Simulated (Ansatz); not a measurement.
The starting structures come from a database of crystals and need not be the phases stable at ambient conditions.

Data:

```yaml
crystal:
  lattice:
    - [5.65592, 0.00703, -0.00959]
    - [2.79220, 6.96741, 0.00387]
    - [-2.17586, -1.40445, 5.02819]
  atoms:
    - { symbol: V, position: [0.58861, 0.20396, 0.40174] }
    - { symbol: V, position: [0.40174, 0.79604, 0.58861] }
    - { symbol: Pb, position: [0.16797, 0.38494, 0.72416] }
    - { symbol: Pb, position: [0.72416, 0.61506, 0.16797] }
    - { symbol: Pb, position: [0.99507, 0.00000, 0.99507] }
    - { symbol: O, position: [0.67559, 0.96088, 0.22480] }
    - { symbol: O, position: [0.22480, 0.03912, 0.67559] }
    - { symbol: O, position: [0.75453, 0.32809, 0.34483] }
    - { symbol: O, position: [0.34483, 0.67191, 0.75453] }
    - { symbol: O, position: [0.66035, 0.23834, 0.74215] }
    - { symbol: O, position: [0.74215, 0.76166, 0.66035] }
    - { symbol: O, position: [0.29653, 0.70439, 0.24715] }
    - { symbol: O, position: [0.24715, 0.29561, 0.29653] }
```

Space group of this cell: C2. The cell was relaxed by PBE-D3(BJ); by r2SCAN its mean pressure is -1.7 GPa.

Transport runs along the normal of the first two printed cell vectors.

The gap is the functional's own. No spin-orbit coupling. Mid-gap values are interpolated on the energy grid.

**Question.** Give the band gap and the smallest decay constant κ at mid-gap that Ansatz (a first-principles code) with r2SCAN yields.

**Answer.** Gap 3.13 eV on a 6×6×6 mesh; κ = 0.401 1/Å, at (0.000, 0.500) of the in-plane reciprocal vectors. At the zone centre, at the nearest computed energy, the slowest state has κ = 0.42 1/Å.
